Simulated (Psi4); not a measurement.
Psi4 1.11, HF/def2-svp: Cr(O)(NH)(F)(SH) ([NH]=[Cr](=[O])([F])[SH]), 7 atoms. The geometry is a generated start, not checked to be a minimum at this level.

```yaml
task: energy
method: scf
basis: def2-svp
memory: 3 GB
maxiter: 100
keys_of_the_molecule_block: symmetry c1
scf_type: df (default)
e_convergence: 1e-06 (default)
d_convergence: 1e-06 (default)
basis_functions: 101
```

```xyz
7

Cr     0.3757     0.5517    -0.1401
O      1.9015     0.7536     0.0213
N     -0.1215    -0.6374    -1.1413
H     -0.1396    -1.3790    -1.8311
F     -0.5930     1.9261    -0.3763
S     -0.1786    -0.2325     1.8860
H     -1.2445    -0.9825     1.5815
```

Charge 0 and multiplicity 1 are set for this test and not shown to be the ground state.

With the defaults (damping_percentage = 0, diis = true, scf_initial_accelerator = adiis, guess = auto, which took SAD, diis_max_vecs = 10) it converges in 23 SCF iterations. One run each on 2 threads, with these changes:
- guess = modhuckel
- damping_percentage = 60, diis = false, scf_initial_accelerator = none
- guess = sadno
- damping_percentage = 20
- guess = sapgau
- damping_percentage = 60
- guess = core
- guess = sap
- diis_max_vecs = 3

Question: Which of these changes keep the SCF from converging, or lead it to another solution?

Answer: No convergence: damping_percentage = 20; damping_percentage = 60; damping_percentage = 60, diis = false, scf_initial_accelerator = none (the run ends without SCF convergence in 100 iterations). The rest reach the solution of the defaults.

```json
[
 {"setting": "the defaults", "SCF iterations": "23", "end": "same solution"},
 {"setting": "guess = sadno", "SCF iterations": "24", "end": "same solution"},
 {"setting": "guess = modhuckel", "SCF iterations": "24", "end": "same solution"},
 {"setting": "guess = sapgau", "SCF iterations": "25", "end": "same solution"},
 {"setting": "guess = sap", "SCF iterations": "26", "end": "same solution"},
 {"setting": "guess = core", "SCF iterations": "28", "end": "same solution"},
 {"setting": "diis_max_vecs = 3", "SCF iterations": "47", "end": "same solution"},
 {"setting": "damping_percentage = 20", "SCF iterations": "100", "end": "no convergence"},
 {"setting": "damping_percentage = 60", "SCF iterations": "100", "end": "no convergence"},
 {"setting": "damping_percentage = 60, diis = false, scf_initial_accelerator = none", "SCF iterations": "100", "end": "no convergence"}
]
```
